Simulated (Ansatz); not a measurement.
The reference is GaN (space group Pm-3n, No. 223; a hypothetical phase, not in the database extracts checked).

```xyz
12
Lattice="5.5131 0.0000 0.0000 0.0000 5.5131 0.0000 0.0000 0.0000 5.5131" Properties=species:S:1:pos:R:3 pbc="T T T"
Ga     1.3783     0.0000     2.7566
Ga     4.1348     0.0000     2.7566
Ga     2.7566     4.1348     0.0000
Ga     2.7566     1.3783     0.0000
Ga     0.0000     2.7566     4.1348
Ga     0.0000     2.7566     1.3783
N      1.3783     2.7566     0.0000
N      4.1348     2.7566     0.0000
N      0.0000     4.1348     2.7566
N      0.0000     1.3783     2.7566
N      2.7566     0.0000     4.1348
N      2.7566     0.0000     1.3783
```

Cartesian axes are those of the cell as printed.

The values are results of PBEsol in Ansatz (plane waves to 420 eV, PAW, spin-orbit coupling left out), not measurements.

Perturbation: an isotropic linear strain of +0.88 %, atoms relaxed at fixed cell.

Question: Predict the stress tensor and what it implies for the stiffness.

Answer: Stress of the strained cell less that of the base (GPa, compression positive):
```
  -3.70    0.00    0.00
   0.00   -3.70    0.00
   0.00    0.00   -3.70
```

Then B = −ΔP/(ΔV/V₀) with ΔV/V₀ = 0.0266 gives secant stiffness values (nonlinear terms included at this strain): B ≈ 139 GPa.

As a check, the harmonic strain energy −½ V₀ Δσ:ε is 4.3 meV/atom; the computed energy rise is 4.4 meV/atom.

Stability against distortions was not tested.

Ansatz is a program for electronic structure.
